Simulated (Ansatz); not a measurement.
**PbZrO3, element substitutions**

Base system: PbZrO3 in the cubic perovskite structure (space group Pm-3m, No. 221; a = 4.1413 Å; a cell from a computed database, its experimental status unchecked).

Each row replaces one element on all its sites; cell and atoms are relaxed.

Levels (all Ansatz, a first-principles code, PAW): PBEsol (420 eV, spin-orbit coupling left out); HSE06 (420 eV, scalar-relativistic without spin-orbit coupling).

Band gaps by level, all at the geometries relaxed with PBEsol:

| case | PBEsol | HSE06 |
|---|---|---|
| base | 2.34 eV | 3.48 eV |
| Pb → Sn | 1.69 eV | 2.66 eV |
| Pb → Si | 1.24 eV | 2.29 eV |

Single points use the geometry relaxed with PBEsol. HSE06 was sampled on its mesh, a few special points and the semilocal edge points, so its gap is an upper bound. Spin-orbit coupling, missing from the scalar runs, can matter with Pb. No phonon test of stability was made. As relaxed here, ZrSnO3 and ZrSiO3 are hypothetical phases, not in the database extracts checked. Many cubic perovskites are stable only at high temperature; tilts and polar distortions were not tested.
